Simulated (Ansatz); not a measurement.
The parent structure is MgO in the rock salt structure (space group Fm-3m, No. 225).

```
CELL_PARAMETERS angstrom
      0.00000     2.10706     2.10706
      2.10706     0.00000     2.10706
      2.10706     2.10706     0.00000
ATOMIC_POSITIONS crystal
  O  0.00000 0.00000 0.00000
  Mg 0.50000 0.50000 0.50000
```

Cartesian axes are those of the cell as printed.

Computed with Kohn–Sham DFT with the PBEsol functional, run in Ansatz (an electronic-structure program) with PAW and 420 eV plane waves, without spin-orbit coupling.

Free-standing slabs (2 atom(s) a layer) normal to the z axis with 15 Å of vacuum; in-plane cell held at bulk.

One change was made to it. Results:

The gap character amounts to indirect, M → Γ; the band gap falls by 1.96 eV, from 4.62 eV to 2.66 eV.

Task: What was done to the base?
A. 6 layers
B. 3 layers
C. 1 layer
D. 7 layers

Result: C, 1 layer. For comparison, the band gap in the other runs: 6 layers gives 3.72 eV; 7 layers gives 3.74 eV; 3 layers gives 3.54 eV.

Whether these cells are dynamically stable was not tested. Labels are those of the standard path for the cell's own space group.
